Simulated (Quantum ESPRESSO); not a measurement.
Quantum ESPRESSO run on RhS (P6_3mc, 4 atoms in the cell): self-consistent single point.

Computed with PBEsol, GBRV 1.5 ultrasoft (PBESOL) pseudopotentials (plane waves; Quantum ESPRESSO).

```yaml
crystal:
  lattice:
    - [3.64000, 0.00000, 0.00000]
    - [-1.82000, 3.15233, 0.00000]
    - [0.00000, 0.00000, 6.43404]
  atoms:
    - { symbol: Rh, position: [0.66667, 0.33333, 0.50583] }
    - { symbol: Rh, position: [0.33333, 0.66667, 0.00583] }
    - { symbol: S, position: [0.66667, 0.33333, 0.86917] }
    - { symbol: S, position: [0.33333, 0.66667, 0.36917] }
```

Reference input (self-consistent single point, DFT, PBEsol, plane waves, GBRV 1.5 ultrasoft (PBESOL) pseudopotentials): ecutwfc = 40 Ry; ecutrho = 320 Ry; occupations = smearing; smearing = gaussian; degauss = 0.0073499 Ry; potentials = {Rh: rh_pbesol_v1.4.uspp.F.UPF, S: s_pbesol_v1.4.uspp.F.UPF}; K_POINTS = automatic 8 8 4 0 0 0; conv_thr = 1e-10 Ry; mixing_beta = 0.5. This run's input differs from it in these lines:

```diff
@@ -12,4 +12,4 @@
   ntyp = 2
-  ecutwfc = 40
-  ecutrho = 320
+  ecutwfc = 46
+  ecutrho = 368
   occupations = 'smearing'
```

Log, with long lists cut:

```
     Self-consistent Calculation

     iteration #  1     ecut=    46.00 Ry     beta= 0.50

---- Real-time Memory Report at c_bands before calling an iterative solver
           329 MiB given to the printing process from OS
            73 MiB allocation reported by mallinfo(arena+hblkhd)
------------------

     negative rho (up, down):  1.144E-01 0.000E+00

     total energy              =    -389.99189328 Ry
     estimated scf accuracy    <       0.97972120 Ry

     iteration #  2     ecut=    46.00 Ry     beta= 0.50

---- Real-time Memory Report at c_bands before calling an iterative solver
   [... lines left out ...]
           378 MiB given to the printing process from OS
           102 MiB allocation reported by mallinfo(arena+hblkhd)
------------------

     negative rho (up, down):  1.134E-01 0.000E+00

     total energy              =    -390.41296062 Ry
     estimated scf accuracy    <          1.5E-10 Ry

     iteration # 11     ecut=    46.00 Ry     beta= 0.50

---- Real-time Memory Report at c_bands before calling an iterative solver
           378 MiB given to the printing process from OS
           102 MiB allocation reported by mallinfo(arena+hblkhd)
------------------

     negative rho (up, down):  1.134E-01 0.000E+00
     End of self-consistent calculation

     the Fermi energy is    11.0661 ev

!    total energy              =    -390.41296062 Ry
     estimated scf accuracy    <          1.5E-11 Ry
     smearing contrib. (-TS)   =      -0.00120897 Ry
     internal energy E=F+TS    =    -390.41175165 Ry

     convergence has been achieved in  11 iterations

     negative rho (up, down):  1.134E-01 0.000E+00

     Forces acting on atoms (cartesian axes, Ry/au):

     atom    1 type  1   force =     0.00000000    0.00000000    0.00080408
     atom    2 type  1   force =    -0.00000000   -0.00000000    0.00080408
     atom    3 type  2   force =     0.00000000    0.00000000   -0.00080408
     atom    4 type  2   force =     0.00000000    0.00000000   -0.00080408

     Total force =     0.001608     Total SCF correction =     0.000002

     negative rho (up, down):  1.134E-01 0.000E+00
          total   stress  (Ry/bohr**3)                   (kbar)     P=      -66.43
  -0.00047865   0.00000000  -0.00000000          -70.41        0.00       -0.00
   0.00000000  -0.00047865  -0.00000000            0.00      -70.41       -0.00
  -0.00000000  -0.00000000  -0.00039739           -0.00       -0.00      -58.46

   JOB DONE.
```

The run converged in 11 iterations. Against the reference run the free energy drops by 5.4 meV/atom, the pressure goes from -7.45 to -6.64 GPa and the largest force stays at 0.021 eV/Å.

The starting cell comes from a database of computed structures (which also holds hypothetical and non-ambient phases and stackings), without a prior relaxation at this level. Spin polarisation is off.

Cost on one core of a shared machine: roughly 50 s.
